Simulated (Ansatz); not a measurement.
Response to strain in BP

The reference is BP in the zinc blende structure (space group F-43m, No. 216; a = 4.536 Å). Axes: x, y, z lie along the cube axes.

Strains are applied to the cell and any free atomic positions relax; under biaxial strain the out-of-plane vector relaxes too.

Calculations: r2SCAN (Ansatz, an electronic-structure program), no SOC, earlier PAW set.

Notes on the quantities. in-plane stress: mean in-plane stress (compression positive); energy relative to the base: free energy F.

| variant | in-plane stress | band gap | smallest direct gap | energy relative to the base | volume per atom |
|---|---|---|---|---|---|
| base | – | 1.41 eV | 3.60 eV | 0 meV/atom | 11.67 Å³ |
| biaxial strain −1.02 %, plane normal [001], relaxed out of plane | +4.3 GPa | 1.27 eV | 3.54 eV | +3.1 meV/atom | 11.48 Å³ |
| biaxial strain −0.43 %, plane normal [001], relaxed out of plane | +1.8 GPa | 1.35 eV | 3.58 eV | +0.5 meV/atom | 11.59 Å³ |
| biaxial strain +0.57 %, plane normal [001], relaxed out of plane | -2.3 GPa | 1.30 eV | 3.50 eV | +0.9 meV/atom | 11.78 Å³ |
| biaxial strain +2.18 %, plane normal [110], relaxed out of plane | -9.1 GPa | 1.27 eV | 3.15 eV | +15 meV/atom | 12.13 Å³ |
| biaxial strain −1.76 %, plane normal [111], relaxed out of plane | +8.8 GPa | 1.27 eV | 3.31 eV | +11 meV/atom | 11.30 Å³ |
| biaxial strain +1.02 %, plane normal [111], relaxed out of plane | -4.5 GPa | 1.37 eV | 3.44 eV | +3.4 meV/atom | 11.89 Å³ |
| biaxial strain +4.10 %, plane normal [111], relaxed out of plane | -15.9 GPa | 1.27 eV | 3.09 eV | +52 meV/atom | 12.56 Å³ |
| uniaxial strain ε_xx = +5.50 % | – | 1.07 eV | 3.24 eV | +38 meV/atom | 12.31 Å³ |
| tensor shear ε_yz = −3.66 % | – | 0.55 eV | 2.64 eV | +39 meV/atom | 11.65 Å³ |

A biaxial case was relaxed in a doubled cell and then solved in the primitive one. Stability against distortions was not tested.
